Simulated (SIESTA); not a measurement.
Input and output of a self-consistent single point for SrIr2 (Fd-3m, 6 atoms in the cell) (SIESTA)

Computed with LDA PW92, numerical atomic orbitals DZP, PseudoDojo LDA standard norm-conserving potentials (rewritten from UPF to PSML) run with SIESTA 5.4.2.

Input:

```
# files in the folder: Sr.psml Ir.psml (PseudoDojo LDA standard)
SystemName  SrIr2
SystemLabel srir2

NumberOfAtoms                6
NumberOfSpecies              2
%block ChemicalSpeciesLabel
  1 38 Sr
  2 77 Ir
%endblock ChemicalSpeciesLabel
LatticeConstant              1.0 Ang
%block LatticeVectors
     0.000000000    3.823900000    3.823900000
     3.823900000    0.000000000    3.823900000
     3.823900000    3.823900000    0.000000000
%endblock LatticeVectors
AtomicCoordinatesFormat      Fractional
%block AtomicCoordinatesAndAtomicSpecies
     0.250000000    0.250000000    0.250000000  1
     0.000000000    0.000000000    0.000000000  1
     0.625000000    0.125000000    0.625000000  2
     0.625000000    0.625000000    0.625000000  2
     0.125000000    0.625000000    0.625000000  2
     0.625000000    0.625000000    0.125000000  2
%endblock AtomicCoordinatesAndAtomicSpecies

XC.functional                LDA
XC.authors                   PW92
PAO.BasisSize                DZP
PAO.EnergyShift              0.01 Ry
MeshCutoff                   350 Ry
%block kgrid.MonkhorstPack
    9   0   0  0.0
    0   9   0  0.0
    0   0   9  0.0
%endblock kgrid.MonkhorstPack
OccupationFunction           MP
OccupationMPOrder            0
ElectronicTemperature        136.0 meV

MaxSCFIterations             150
SCF.Mixer.Method             Broyden
SCF.Mixer.Weight             0.1
SCF.Mixer.History            8
SCF.DM.Tolerance             1.0E-05
Diag.ParallelOverK           true
WriteForces                  true
Charge.Mulliken              end
```

The program printed (abridged):

```
reinit: Reading from file input.fdf

reinit: System Name: SrIr2
reinit: System Label: srir2

coor:   Atomic-coordinates input format  =     Fractional

siesta: Atomic coordinates (Bohr) and species
siesta:      3.61306   3.61306   3.61306  1        1
siesta:      0.00000   0.00000   0.00000  1        2
siesta:      5.41959   9.03265   5.41959  2        3
siesta:      9.03265   9.03265   9.03265  2        4
siesta:      9.03265   5.41959   5.41959  2        5
siesta:      5.41959   5.41959   9.03265  2        6

siesta: System type = bulk

initatomlists: Number of atoms, orbitals, and projectors:      6    94   164

siesta: ******************** Simulation parameters ****************************
redata: Spin configuration                          = none
redata: Time-Reversal Symmetry                      = T
redata: Number of Atomic Species                    =        2
redata: Mesh Cutoff                                 =   350.0000 Ry
redata: Net charge of the system                    =     0.0000 |e|
redata: Min. number of SCF Iter                     =        0
redata: Max. number of SCF Iter                     =      150
redata: SCF convergence failure will abort job
redata: SCF mix quantity                            = Hamiltonian
redata: Mix DM or H after convergence               =   F
redata: Recompute H after scf cycle                 =   F
redata: Mix DM in first SCF step                    =   T
redata: No kicks to SCF
redata: DM Mixing Weight for Kicks                  =     0.5000
redata: Require Harris convergence for SCF          =   F
redata: Harris energy tolerance for SCF             =     0.000100 eV
redata: Require DM convergence for SCF              =   T
redata: DM tolerance for SCF                        =     0.000010
redata: Require EDM convergence for SCF             =   F
redata: EDM tolerance for SCF                       =     0.001000 eV
   [... lines left out ...]
diag: Used triangular part                          = Lower
diag: Absolute tolerance                            =  0.100E-15
diag: Orthogonalization factor                      =  0.100E-05
diag: Memory factor                                 =  1.0000

superc: Internal auxiliary supercell:     5 x     5 x     5  =     125
superc: Number of atoms, orbitals, and projectors:    750  11750  20500

                        Single-point calculation

superc: Internal auxiliary supercell:     5 x     5 x     5  =     125
superc: Number of atoms, orbitals, and projectors:    750  11750  20500

outcell: Unit cell vectors (Ang):
        0.000000    3.823900    3.823900
        3.823900    0.000000    3.823900
        3.823900    3.823900    0.000000

outcell: Cell vector modules (Ang)   :    5.407811    5.407811    5.407811
outcell: Cell angles (23,13,12) (deg):     60.0000     60.0000     60.0000
outcell: Cell volume (Ang**3)        :    111.8277
new_DM -- step:     1
Initializing Density Matrix...

Attempting to read DM from file... Failed...
DM filled with atomic data:

InitMesh: MESH = 50 x 50 x 50 = 125000
InitMesh: Mesh cutoff (required, used) =   350.000   354.397 Ry

stepf: Methfessel-Paxton step function
       Using Hermite-Gauss polynomials of order  0
        iscf     Eharris(eV)        E_KS(eV)     FreeEng(eV)     dDmax    Ef(eV) dHmax(eV)
   scf:    1   -14294.719864   -14340.823778   -14340.862737  3.539162 -1.050986 17.216442
   scf:    2   -14369.349848   -14356.193553   -14356.246269  0.672961 -1.896276 11.734934
   scf:    3   -14373.197759   -14368.231107   -14368.293169  0.957917 -3.671169  1.746635
   scf:    4   -14367.969142   -14368.281692   -14368.351281  0.255098 -4.025852  1.456647
   scf:    5   -14368.679268   -14368.549856   -14368.617950  0.084974 -3.719738  0.098949
   scf:    6   -14368.553357   -14368.551886   -14368.619919  0.006476 -3.700815  0.047529
   [... 2 lines left out ...]
   scf:    9   -14368.552457   -14368.552428   -14368.621008  0.000165 -3.689111  0.005001
   scf:   10   -14368.552513   -14368.552472   -14368.621010  0.000543 -3.688764  0.007523
   scf:   11   -14368.552512   -14368.552494   -14368.621018  0.000468 -3.690790  0.000664
   scf:   12   -14368.552499   -14368.552497   -14368.621018  0.000038 -3.690841  0.000550
   scf:   13   -14368.552497   -14368.552497   -14368.621018  0.000007 -3.690877  0.000535
SCF Convergence by DM+H criterion
max |DM_out - DM_in|         :     0.0000067666
max |H_out - H_in|      (eV) :     0.0005345574
SCF cycle converged after 13 iterations

Using DM_out to compute the final energy and forces

siesta: E_KS(eV) =           -14368.5525

siesta: E_KS - E_eggbox =    -14368.5525

siesta: Atomic forces (eV/Ang):
     1    0.000000   -0.000000    0.000000
     2   -0.000000    0.000000    0.000000
     3   -0.002381    0.002381   -0.002381
     4    0.002381    0.002381    0.002381
     5    0.002381   -0.002381   -0.002381
     6   -0.002381   -0.002381    0.002381
   Tot   -0.000000   -0.000000   -0.000000
   Max    0.002381
   Res    0.001944    sqrt( Sum f_i^2 / 3N )
   Max    0.002381    constrained

Stress tensor Voigt[x,y,z,yz,xz,xy] (kbar):       28.60       28.60       28.60       -0.00       -0.00       -0.00
(Free)E + p*V (eV/cell)   -14370.6172
Target enthalpy (eV/cell)   -14368.6210

siesta: Program's energy decomposition (eV):
siesta: Ebs     =     -2687.079596
siesta: Eions   =     20056.356122
siesta: Ena     =      3291.274175
siesta: Ekin    =      4017.582498
siesta: Enl     =       920.069310
siesta: Eso     =         0.000000
siesta: Edftu   =         0.000000
siesta: DEna    =       227.232885
siesta: DUscf   =         7.456670
siesta: DUext   =         0.000000
siesta: Ex      =     -2536.507631
siesta: Ec      =      -239.304282
siesta: Exc     =     -2775.811913
siesta: Eharris =    -14368.552497
siesta: Etot    =    -14368.552497
siesta: FreeEng =    -14368.621018

siesta: Stress tensor (static) (eV/Ang**3):
siesta:     0.017851   -0.000000   -0.000000
siesta:    -0.000000    0.017851   -0.000000
siesta:    -0.000000   -0.000000    0.017851

siesta: Cell volume =        111.827747 Ang**3

siesta: Pressure (static):
siesta:                Solid            Molecule  Units
siesta:          -0.00019442         -0.00019530  Ry/Bohr**3
siesta:          -0.01785055         -0.01793198  eV/Ang**3
siesta:         -28.59973156        -28.73019665  kBar

mulliken: Atomic and Orbital Populations:

Species: Sr
Atom  Qatom  Qorb
   [... lines left out ...]
              0.316
   2  9.310   1.905   0.547   0.051   1.953   1.953   1.953   0.316   0.316
              0.316

Species: Ir
Atom  Qatom  Qorb
               5s      6s      6s      5py     5pz     5px     6py     6pz
               6px     5dxy    5dyz    5dz2    5dxz    5dx2-y2 5dxy    5dyz
               5dz2    5dxz    5dx2-y2
   3 17.345   1.992   1.957  -0.781   1.998   1.998   1.998   0.206   0.206
              0.206   1.607   1.607   1.684   1.607   1.684  -0.092  -0.092

             -0.174  -0.092  -0.174
   4 17.345   1.992   1.957  -0.781   1.998   1.998   1.998   0.206   0.206
              0.206   1.607   1.607   1.684   1.607   1.684  -0.092  -0.092

             -0.174  -0.092  -0.174
   5 17.345   1.992   1.957  -0.781   1.998   1.998   1.998   0.206   0.206
              0.206   1.607   1.607   1.684   1.607   1.684  -0.092  -0.092

             -0.174  -0.092  -0.174
   6 17.345   1.992   1.957  -0.781   1.998   1.998   1.998   0.206   0.206
              0.206   1.607   1.607   1.684   1.607   1.684  -0.092  -0.092

             -0.174  -0.092  -0.174

mulliken: Qtot =       88.000

Mulliken Atomic Populations:
Atom #   charge [q] valence [e]  Species
     1     0.690013    9.309987  Sr
     2     0.690357    9.309643  Sr
     3    -0.345092   17.345092  Ir
     4    -0.345092   17.345092  Ir
     5    -0.345092   17.345092  Ir
     6    -0.345092   17.345092  Ir
 Total     0.000000
```

The run converged in 13 iterations.

The starting cell comes from a database of computed structures (which also holds hypothetical and non-ambient phases and stackings), without a prior relaxation at this level. Its lattice was rescaled by a random factor within 2.5 % of one. Spin polarisation is off. Values carry the incompleteness of an atom-centred basis.

Cost on one core of a shared machine: roughly 3 min.
